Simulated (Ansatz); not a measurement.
## Effort and miss along a sweep of basis.ecutwfc: Zn₂CuN₂ (C2/m, 10 atoms in the cell)

Cell: a = 5.9154 Å, b = 5.9154 Å, c = 7.3356 Å, α = 118.90°, β = 118.90°, γ = 35.28°.

Level of theory: PBEsol, default PAW files made with PBE (plane waves; Ansatz, a program for electronic structure).

Base settings: basis.ecutwfc = 30.9 Ry; kpoints.mp_grid.grid = 7 7 4; hamiltonian.xc = pbesol; hamiltonian.pseudopotentials = {kind: paw} (the program's default PAW files); scf.occupations.method = fermi_dirac; scf.occupations.width = 0.0073 Ry.

Misses are taken against the tightest run, 61.7 Ry, which need not be fully converged itself. The energy is the free energy per atom.

The count of work is k-points × plane waves × bands × iterations; it is no time, and leaves out set-up, grids and terms that scale otherwise. Core times come from one kind of shared machine and are given to one figure; runs under 30 s give none.

Ansatz's pressure holds its estimate of the finite-basis (Pulay) stress, which hides part of the cutoff error; the uncorrected pressure shows it.

The starting cell comes from a database of computed structures (which also holds hypothetical and non-ambient phases and stackings), without a prior relaxation at this level. Spin polarisation is off. In the base run, with a pressure of about -7 GPa the cell is away from its equilibrium volume at this level. Ansatz's pressure includes its estimate of the finite-basis (Pulay) stress. The run gives no clean gap (levels at the Fermi energy touch, overlap or are partly filled at this smearing), which alone does not show that the compound is a metal.

The runs (basis.ecutwfc): 12.5 Ry | 15.4 Ry | 18.4 Ry | 21.7 Ry | 24.6 Ry | 27.9 Ry | 30.9 Ry | 35.6 Ry | 40.1 Ry | 46.3 Ry | 54 Ry | 61.7 Ry.

Which is the coarsest setting among those run that, with all tighter ones, holds the energy within 5 meV/atom of the reference, and what does it save?

30.9 Ry, off by 4.0 meV/atom; it needs 0.35 of the reference's count of work.

Which is the coarsest setting among those run that, with all tighter ones, holds the energy within 1 meV/atom of the reference, and what does it save?

35.6 Ry, off by 0.71 meV/atom; it needs 0.44 of the reference's count of work and about 0.3 of the reference's time.

What does the step from 15.4 Ry to 27.9 Ry buy?

It takes the miss in the energy from 5100 to 14 meV/atom, for 2.2 times the count of work.

```
basis.ecutwfc  energy less reference (meV/atom)  pressure less reference (GPa)  largest difference in the force on any atom (eV/Å)  uncorrected pressure less reference (GPa)  count of work / reference  core time / reference (rough)
-------------  --------------------------------  -----------------------------  --------------------------------------------------  -----------------------------------------  -------------------------  -----------------------------
12.5 Ry                                17832.51                          17.59                                               2.742                                    -776.51                       0.11                              –
15.4 Ry                                 5086.94                           8.29                                               0.779                                    -279.38                       0.14                              –
18.4 Ry                                 1301.71                           1.39                                               0.310                                     -93.85                       0.18                              –
21.7 Ry                                  255.32                          -0.14                                               0.084                                     -23.49                       0.21                              –
24.6 Ry                                   60.73                          -0.12                                               0.023                                      -6.06                       0.25                              –
27.9 Ry                                   13.84                           0.00                                               0.011                                      -1.36                       0.31                              –
30.9 Ry                                    4.05                           0.01                                               0.004                                      -0.41                       0.35                              –
35.6 Ry                                    0.71                           0.01                                               0.001                                      -0.05                       0.44                            0.3
40.1 Ry                                    0.33                           0.00                                               0.000                                       0.00                       0.53                            0.4
46.3 Ry                                    0.13                           0.00                                               0.000                                       0.00                       0.65                            0.6
54 Ry                                      0.04                           0.00                                               0.000                                       0.00                       0.82                            0.7
61.7 Ry                                    0.00                           0.00                                               0.000                                       0.00                        1.0                              1
```

Keys are those of Ansatz 0.2.
